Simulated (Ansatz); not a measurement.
BC5, pressure series

The reference is BC₅ (space group I-4m2, No. 119; a = 2.499 Å, c = 11.370 Å; a cell from a computed database, its experimental status unchecked).

Cell and atoms are relaxed at each pressure.

Calculations: PBEsol/PAW in Ansatz (a first-principles code), no SOC.

Notes on the quantities. enthalpy: H = E + PV relative to the base's energy.

```json
[
 {"change": "base", "volume per atom": "5.92 Å³", "enthalpy": "–"},
 {"change": "pressure −2 GPa", "volume per atom": "5.95 Å³", "enthalpy": "-0.07 eV/atom"},
 {"change": "pressure −1 GPa", "volume per atom": "5.93 Å³", "enthalpy": "-0.04 eV/atom"},
 {"change": "pressure 0.3 GPa", "volume per atom": "5.91 Å³", "enthalpy": "+0.01 eV/atom"},
 {"change": "pressure 0.7 GPa", "volume per atom": "5.91 Å³", "enthalpy": "+0.03 eV/atom"},
 {"change": "pressure 1.5 GPa", "volume per atom": "5.89 Å³", "enthalpy": "+0.06 eV/atom"},
 {"change": "pressure 3 GPa", "volume per atom": "5.87 Å³", "enthalpy": "+0.11 eV/atom"},
 {"change": "pressure 5 GPa", "volume per atom": "5.84 Å³", "enthalpy": "+0.18 eV/atom"},
 {"change": "pressure 7.5 GPa", "volume per atom": "5.81 Å³", "enthalpy": "+0.27 eV/atom"},
 {"change": "pressure 10 GPa", "volume per atom": "5.77 Å³", "enthalpy": "+0.36 eV/atom"}
]
```

Load acts through the strain it causes; cell and atoms are relaxed under it. No phonon test of stability was made. No other phases were tried under pressure. All final runs are without spin polarisation. An odd electron count without spin: BC5.
